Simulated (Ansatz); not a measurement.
Model glasses of amorphous SiO2, 73 to 77 atoms (Si24O48 before any change). Each row is one cell at a composition chosen by hand, melted whole on the CHGNet potential with the anions pushed apart under 1.9 Å, quenched within some picoseconds, far faster than a real film, and relaxed with PBE, scalar-relativistic without spin-orbit coupling (plane waves to 420 eV, PAW; Ansatz, an electronic-structure program). Each is the lower in DFT energy of 2 quenches. Cycles of charging and discharging were tried on the cells ahead of these points, and a cell that came back lower was taken. The column on the box says what of it was relaxed with the atoms; held means as the quench left it. Cells that kept moments or hold spare charge are left out. So are cells far out in the fitted variable, so that no row sets the line alone.

At the relaxed places, the spacing of the highest filled and the lowest empty level was computed at the zone centre with PBE and with HSE06, without spin polarisation. A level counts as spread where PBE shares it among more than a fifth of the atoms; else the element of the atom with the largest weight is named. Formal charges balance in every cell (each cation at its usual highest valence, Cu and Ag at +1, Sb at +3, H at +1, O at −2, N at −3, F and Cl at −1). Exact exchange is cut at the faces of these small cells, which leaves the hybrid a finite-size error. Where a level is localised, the spacing isn't the band gap.

```
cell                    change     box  highest filled on  lowest empty on  spacing, PBE (eV)  spacing, HSE06 (eV)
----------  ------------------  ------  -----------------  ---------------  -----------------  -------------------
Si24O49Li2         +2 Li, +1 O  volume                  O           spread               3.49                 5.16
Si24O49K2           +2 K, +1 O  volume                  O           spread               3.65                 5.30
Si24O49Na2         +2 Na, +1 O  volume                  O           spread               4.15             withheld
Si24O51Sc2         +3 O, +2 Sc   shape                  O               Sc               4.38                 6.07
Si24O49Mg          +1 Mg, +1 O   shape                  O           spread               4.54                 6.28
Si23O48AlH  +1 Al, +1 H, −1 Si    held                  O           spread               4.83                 6.63
```

**Question.** Fit a straight line of the last column on the one before it through the 5 full rows, and predict the withheld value for Si24O49Na2.

**Answer.** Means: x = 4.178, y = 5.888. Slope = Σ(Δx Δy) / Σ(Δx²) = 1.4738 / 1.3491 = 1.092; intercept = 5.888 − (1.092) × 4.178 = 1.326 eV; r.m.s. residual 0.025 eV. Prediction: 1.326 + (1.092) × 4.15 = 5.86 eV. The run gave 5.86 eV, a miss of 0.00 eV, within the residual.
